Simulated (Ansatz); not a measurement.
Take TaN in the rock salt structure (space group Fm-3m, No. 225) as the base.

```yaml
crystal:
  lattice:
    - [0.00000, 2.20852, 2.20852]
    - [2.20852, 0.00000, 2.20852]
    - [2.20852, 2.20852, 0.00000]
  atoms:
    - { symbol: N, position: [0.00000, 0.00000, 0.00000] }
    - { symbol: Ta, position: [0.50000, 0.50000, 0.50000] }
```

Levels (all Ansatz, a program for electronic structure, PAW): PBE (420 eV, scalar-relativistic without spin-orbit coupling); r2SCAN (500 eV, without spin-orbit coupling).

The geometry is relaxed with PBE.

PBE pressure: 0.0 GPa

**Question.** What does r2SCAN give at this geometry for the pressure?

**Answer.** The pressure goes from zero to -4.8 GPa.

Single points use the geometry relaxed with PBE. Their cutoffs differ, which shifts pressures a little. No phonon test of stability was made. All final runs are without spin polarisation. This is not the structure that TaN has at room temperature and ambient pressure.
